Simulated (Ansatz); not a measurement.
The starting structures come from a database of crystals and need not be the phases stable at ambient conditions.

Evanescent states of KLiBeF₄ (P6_3, not sure to be the ambient phase, 14 atoms a cell, 13.3 Å³ an atom) along the normal of (001)

The numbers are results of r2SCAN (plane waves, PAW; Ansatz, a quantum-chemistry and plane-wave program), not measurements.

The gap is the functional's own. No spin-orbit coupling. Mid-gap values are interpolated on the energy grid.

Energies count from the valence-band top; κ is the least over a 12×12 mesh across the current.

```csv
E (eV),κ (1/Å),where
0.17,0.312,off Γ
0.53,0.460,Γ
0.88,0.514,Γ
1.23,0.555,Γ
1.57,0.586,Γ
1.93,0.608,Γ
2.27,0.625,Γ
2.62,0.636,Γ
2.98,0.642,Γ
3.33,0.643,Γ
3.67,0.640,Γ
4.03,0.633,Γ
4.38,0.621,Γ
4.72,0.606,Γ
5.08,0.586,Γ
5.42,0.561,Γ
5.78,0.531,Γ
6.12,0.494,Γ
6.47,0.451,Γ
6.83,0.396,Γ
7.17,0.327,Γ
7.53,0.227,Γ
```

### Question
How thick must the barrier be to attenuate the transmission by 10^6 when the electrodes' Fermi level lies at 6.12 eV, and what attenuation does that film give at 4.03 eV?

### Answer
d = 6 ln 10 / (2 × 0.494) = 14.0 Å. At 4.03 eV it gives 6 × 0.633/0.494 = 7.7 decades.
